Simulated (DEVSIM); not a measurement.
System: W/HfO2/p-Ge capacitor, at 300 K.

Layer 1 from the left is HfO2, thickness (nm) 5.10. Layer 2 from the left is Ge, thickness (nm) 3800, Na (cm⁻³) 2.5e16.

Metal gate on the left, work function 4.6 eV. Fixed charge at the semiconductor interface 0 cm⁻² (in units of +e); interface traps 1.3e11 cm⁻² eV⁻¹, uniform in energy, neutral level at 0.7 of the gap above the valence band.

Constants are typed, rounded textbook-type inputs, not results; the design itself was drawn at random and stands for no fabricated device. Values at 300 K.

HfO2: gap (eV) 5.7, affinity (eV) 2.5, permittivity 22. Ge: gap (eV) 0.664, affinity (eV) 4, permittivity 16, Nc (cm⁻³) 1.04e19, Nv (cm⁻³) 6e18.

DEVSIM, 1D Poisson equation in equilibrium, Boltzmann statistics, complete ionisation; no quantum confinement or tunnelling. Metal contacts follow the ideal Schottky-Mott rule: no Fermi-level pinning, no interface dipoles.

Problem. What does the simulation give for the minimum of the low-frequency capacitance, the threshold voltage (band bending 2φF)?

Solution. minimum of the low-frequency capacitance 0.127 μF/cm²; threshold voltage (band bending 2φF) 0.46 V.
